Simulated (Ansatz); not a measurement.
Take SrTe in the rock salt structure (space group Fm-3m, No. 225; a = 6.719 Å) as the base.

Method: PBE, PAW, 420 eV (Ansatz, a program for electronic structure; no spin-orbit coupling).

One change was made to it. Results:

The gap character remains indirect, Γ → X; the shortest interatomic distance drops by 0.0473 Å, from 3.360 Å to 3.312 Å.

Which change produced these results?
(A) pressure 10 GPa
(B) pressure 1.5 GPa
(C) pressure 7.5 GPa

B, pressure 1.5 GPa. For comparison, the shortest interatomic distance in the other runs: pressure 7.5 GPa gives 3.180 Å; pressure 10 GPa gives 3.140 Å.

With Te present, leaving out spin-orbit coupling can change the band edges. Load acts through the strain it causes; cell and atoms are relaxed under it. Whether these cells are dynamically stable was not tested. Competing high-pressure phases were not computed.
